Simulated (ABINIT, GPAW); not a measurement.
An ABINIT input for a self-consistent single point of BaHfO3 (Pm-3m, 5 atoms in the cell) (DFT, PBE+U, plane waves, PAW (JTH v2.0 PBE PAW)):

```
# BaHfO3, JTH v2.0 PBE PAW
pp_dirpath "./"
pseudos "Ba.GGA_PBE-JTH.xml, Hf.GGA_PBE-JTH.xml, O.GGA_PBE-JTH.xml"
acell 4.1224620000 4.1224620000 4.1224620000 Angstrom
rprim
         1.0000000000    0.0000000000    0.0000000000
         0.0000000000    1.0000000000    0.0000000000
         0.0000000000    0.0000000000    1.0000000000
natom 5
ntypat 3
znucl 56 72 8
typat 1 2 3 3 3
xcart
         0.0000000000    0.0000000000    0.0000000000
         2.0612310000    2.0612310000    2.0612310000
         2.0612310000    0.0000000000    2.0612310000
         0.0000000000    2.0612310000    2.0612310000
         2.0612310000    2.0612310000    0.0000000000
      Angstrom
ecut 24
pawecutdg 48
pawxcdev 0
usepawu 1
lpawu -1 2 -1
upawu 0 1 0 eV
jpawu 0 0 0 eV
occopt 3
tsmear 0.00073499
nband 27
kptopt 1
ngkpt 6 6 6
nshiftk 1
shiftk 0 0 0
nstep 60
tolvrs 1.0e-10
prtwf 0
prtden 0
enunit 2
```

Q: Give the GPAW input for the same structure, mesh, smearing and functional.

A: This is the input that was run; spellings and numerical settings could be chosen otherwise.

```python
from ase import Atoms
from ase.units import GPa
from gpaw import GPAW, PW, FermiDirac

atoms = Atoms(['Ba', 'Hf', 'O', 'O', 'O'],
              cell=[[4.122462, 0.000000, 0.000000],
                    [0.000000, 4.122462, 0.000000],
                    [0.000000, 0.000000, 4.122462]],
              positions=[[0.000000, 0.000000, 0.000000],
                         [2.061231, 2.061231, 2.061231],
                         [2.061231, 0.000000, 2.061231],
                         [0.000000, 2.061231, 2.061231],
                         [2.061231, 2.061231, 0.000000]],
              pbc=True)

calc = GPAW(mode=PW(900),
            xc='PBE',
            setups={'Hf': ':d,1.0'},
            kpts={'size': (6, 6, 6), 'gamma': True},
            occupations=FermiDirac(0.02),
            nbands=-4,
            convergence={'density': 1e-05, 'bands': -2},
            symmetry={'symmorphic': False, 'tolerance': 0.0005},
            maxiter=100)

atoms.calc = calc

energy = atoms.get_potential_energy()
print('Energy (eV):', round(energy, 6))
forces = atoms.get_forces()
print('Forces (eV/Ang):')
print(forces.round(5))
stress = atoms.get_stress()
print('Stress (GPa, Voigt):', (stress / GPa).round(4))
```

Basis settings and potentials, where a program has them, do not carry over. This input uses DFT PBE+U, plane waves, GPAW PAW datasets PBE (gpaw-data 1.0.1). Both were run: gap on the mesh 3.791 eV in ABINIT and 3.879 in GPAW.

On GPAW: the starting cell has typed, rounded lattice constants, without a prior relaxation at this level. Its lattice was rescaled by a random factor within 2.5 % of one. Spin-orbit coupling is off. Spin polarisation is off. The U value is a test value, and with U on an open shell several self-consistent states can exist.

On ABINIT: the starting cell has typed, rounded lattice constants, without a prior relaxation at this level. Its lattice was rescaled by a random factor within 2.5 % of one. Spin-orbit coupling is off. Spin polarisation is off. The U value is a test value, and with U on an open shell several self-consistent states can exist. With a pressure of about 11 GPa the cell is away from its equilibrium volume at this level.
